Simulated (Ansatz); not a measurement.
The starting structures come from a database of crystals and need not be the phases stable at ambient conditions.

**Evanescent states of HfSO (P2_13, not sure to be the ambient phase, 12 atoms a cell, 15.1 Å³ an atom, 2 GPa at this level) along the normal of (110)**

All values below come from r2SCAN (plane waves, PAW; Ansatz, an electronic-structure program).

The gap is the functional's own, uncorrected, and κ follows it; spin-orbit coupling is left out. Mid-gap values are interpolated between the computed energies.

Energies count from the valence-band top; κ is the least over a 6×4 mesh across the current.

```csv
E (eV),κ (1/Å),where
0.08,0.078,Γ
0.24,0.132,Γ
0.40,0.167,Γ
0.56,0.195,Γ
0.72,0.217,Γ
0.88,0.236,Γ
1.04,0.252,Γ
1.20,0.266,Γ
1.36,0.279,Γ
1.52,0.289,Γ
1.68,0.299,Γ
1.84,0.308,Γ
2.00,0.316,Γ
2.16,0.323,Γ
2.32,0.329,Γ
2.48,0.321,off Γ
2.64,0.301,off Γ
2.80,0.275,off Γ
2.96,0.241,off Γ
3.12,0.190,off Γ
3.28,0.095,off Γ
```

How thick must the barrier be to attenuate the transmission by 10^4 when the electrodes' Fermi level lies at 1.52 eV, and what attenuation does that film give at 0.08 eV?

d = 4 ln 10 / (2 × 0.289) = 15.9 Å. At 0.08 eV it gives 4 × 0.078/0.289 = 1.1 decades.
